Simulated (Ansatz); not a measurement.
The reference is NiSi (space group Pnma, No. 62; a = 5.119 Å, b = 3.342 Å, c = 5.563 Å; non-magnetic).

Structures relaxed with DFT with r2SCAN, PAW potentials and a 500 eV plane-wave cutoff in Ansatz (a program for electronic structure), scalar-relativistic without spin-orbit coupling.

Base:

Simulated powder pattern, Mo Kα, λ = 0.71073 Å (kinematic, ideal powder, no thermal factors, no anomalous dispersion; the 8 strongest lines at most, above 2 %, up to 2θ = 40°):

```tsv
2θ (°)	I/Imax (%)	hkl
14.25	69	(011)
15.96	27	(200)
16.34	20	(111)
20.75	72	(112)
21.46	100	(211)
21.75	31	(202)
23.52	28	(103)
24.56	31	(020)
```

Perturbation: a hydrostatic pressure of 7.5 GPa.

After the change:

Simulated powder pattern, Mo Kα, λ = 0.71073 Å (kinematic, ideal powder, no thermal factors, no anomalous dispersion; the 8 strongest lines at most, above 2 %, up to 2θ = 40°):

| 2θ (°) | I/Imax (%) | hkl |
|---|---|---|
| 14.37 | 68 | (011) |
| 16.20 | 27 | (200) |
| 16.51 | 19 | (111) |
| 21.04 | 78 | (112) |
| 21.72 | 100 | (211) |
| 22.13 | 29 | (202) |
| 23.99 | 28 | (103) |
| 24.65 | 32 | (020) |

The indices refer to the base's conventional cell; one index is shown for lines that coincide.

Load acts through the strain it causes; cell and atoms are relaxed under it. Whether these cells are dynamically stable was not tested. Competing high-pressure phases were not computed. Seeded moments were not kept for the base. All final runs are without spin polarisation.
